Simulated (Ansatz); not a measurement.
The starting structures come from a database of crystals and need not be the phases stable at ambient conditions.

By PBEsol, the system below comes out a metal.

The ballistic (Sharvin) conductance counts the channels at the Fermi level: G/A = (e²/h) × channels of both spins per area.

Given:

```xyz
1
Lattice="3.0911 0.0000 0.0000 -0.4260 4.1966 0.0000 -0.2130 2.0983 2.3059" Properties=species:S:1:pos:R:3 pbc="T T T"
Te     1.3326     2.0983     0.0000
```

Space group of this cell: C2/m. The cell is strained (lengths across the current scaled by 0.98, ions clamped); by PBEsol its mean pressure is 2.2 GPa.

The current flows along the normal of the first two printed cell vectors. No spin-orbit coupling; the value is a mean over 0.1 eV about the Fermi level.

Question: Compute, with PBEsol (Ansatz, an electronic-structure program), the ballistic conductance per area.

Answer: 1.2 × 10¹⁵ S/m² for both spins.
